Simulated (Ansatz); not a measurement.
The parent structure is CdSe in the zinc blende structure (space group F-43m, No. 216; a = 6.1332 Å).

Level of theory: Ansatz (a quantum-chemistry and plane-wave program) r2SCAN, scalar-relativistic without spin-orbit coupling.

For the base:

| Quantity | Value |
|---|---|
| Band gap | 1.04 eV |
| Electron mass | 0.093 mₑ (at Γ) |
| Gap character | direct at Γ |

Modification: a negative pressure, −1 GPa.

Q: What happens to the band gap, electron mass and gap character?

A: The band gap decreases by 0.05 eV to 0.99 eV; the electron mass goes from 0.093 mₑ (at Γ) to 0.091 mₑ (at Γ); the gap character remains direct at Γ.

Load acts through the strain it causes; cell and atoms are relaxed under it. Effective masses come from finite differences of ±0.01 Å⁻¹. No phonon test of stability was made.
